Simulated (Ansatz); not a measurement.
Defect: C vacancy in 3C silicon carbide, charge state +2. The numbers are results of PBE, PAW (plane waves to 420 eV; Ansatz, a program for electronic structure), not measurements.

Settings: 64 host sites, the relaxed PBE lattice, a 2×2×2 k-point mesh shifted by half a step, smearing 0.01 eV, spin-restricted, no image-charge correction. No zero-point or tunnelling terms. The charge state is imposed; whether it is stable for some Fermi level was not computed. Forms of the defect that were not tried may lie lower.

Barriers: single points on a 3×3×3 k-point mesh shifted by half a step at the bands' geometries.

The only route run: one C atom jumps into the vacancy from a nearby C site; the atom moves 3.08 Å along (0.00, -0.50, -0.50) of the unit cell; the moving atom starts with neighbours Si at 1.86, 2 Si at 1.90, Si at 1.93 Å and ends with Si at 1.86, 2 Si at 1.90, Si at 1.93 Å. Its barrier is 5.22 eV. The check of the saddle point's order was inconclusive, and it lies on a symmetry element of the cell, where a band can be held. The defect has 12 equivalent sites to jump to, 3.10 Å away. Attempt frequency: take 10 THz as a typical guess.

### Question
Estimate the defect's diffusion coefficient at 300 K, how far it wanders in 1 min, and how much an error of 0.1 eV in the barrier would matter.

### Answer
kT = 0.0259 eV, so each jump happens at Γ = ν exp(−E/kT) = 1.0e13 × exp(−201.92) ≈ 2.0e-75 s⁻¹. For uncorrelated jumps in a cubic host D = z λ² Γ / 6 = 12 × (3.10e-8 cm)² × 2.0e-75 / 6 ≈ 3.8e-90 cm²/s. The root-mean-square distance is √(6Dt) ≈ 4e-37 nm, less than one jump, so the defect is frozen in. An error of 0.1 eV changes D by a factor exp(0.1/kT) ≈ 48, and the distance by its square root. This is the isolated defect's own diffusivity; trapping, its concentration and zero-point motion are left out.
